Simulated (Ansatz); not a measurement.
The reference is Al5W (space group P6_322, No. 182; a = 4.876 Å, c = 8.827 Å; a cell from a computed database, its experimental status unchecked).

The values are results of PBEsol, PAW, 420 eV (Ansatz, a first-principles code; no SOC), not measurements.

One change was made to it. Results:

| quantity | base | after |
|---|---|---|
| lattice parameter a | 487.6 pm | 479.0 pm |
| c/a ratio | 1.810 | 1.815 |

Question: What was done to the base?
A) pressure 0.3 GPa
B) pressure 3 GPa
C) pressure 7.5 GPa
D) pressure −1 GPa

Answer: C, pressure 7.5 GPa. For comparison, the lattice parameter a in the other runs: pressure 3 GPa gives 483.9 pm; pressure −1 GPa gives 489.0 pm; pressure 0.3 GPa gives 487.3 pm.

Load acts through the strain it causes; cell and atoms are relaxed under it. Stability against distortions was not tested. No other phases were tried under pressure. All final runs are without spin polarisation.
